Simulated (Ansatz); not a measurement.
Defect migration in 4H silicon carbide: C vacancy, charge state +2. The step: one C atom jumps into the vacancy from a nearby C site; the atom moves 3.08 Å along (-1.00, 0.00, 0.00) of the unit cell; the moving atom starts with neighbours Si at 1.86, Si at 1.90, 2 Si at 1.92 Å and ends with Si at 1.86, Si at 1.90, 2 Si at 1.92 Å. DFT values are from Ansatz (plane-wave PAW, 420 eV unless said) in a cell of 72 host sites, spin-restricted, static, with no finite-size correction. The charge state is imposed; whether it is stable for some Fermi level was not computed. Forms of the defect that were not tried may lie lower. The start lies 0.056 eV above the lowest site run (PBE). For the PBE band: the program found a first-order saddle point.

```
Level                                                                      Forward barrier (eV)  Cost of the band or of the saddle's single point
-------------------------------------------------------------------------  --------------------  ------------------------------------------------
CHGNet universal potential (has no charge state), its own band                             2.76                                                 -
PBE, the Γ point alone, band relaxed                                                       4.63                    around 12 core-minutes (rough)
PBE, a 2×2×2 k-point mesh shifted by half a step along c, same geometries                  4.99                      very roughly 80 core-seconds
r2SCAN at 500 eV, the Γ point alone, same geometries                                          …                           roughly 50 core-seconds
```

Task: Some entries are withheld; supply them.

Result: 
- r2SCAN at 500 eV, the Γ point alone, same geometries, Forward barrier (eV): 5.10

At the Γ point alone and the same geometries, HSE06 less PBE is +0.49 eV for this barrier.

Ansatz is a first-principles code.
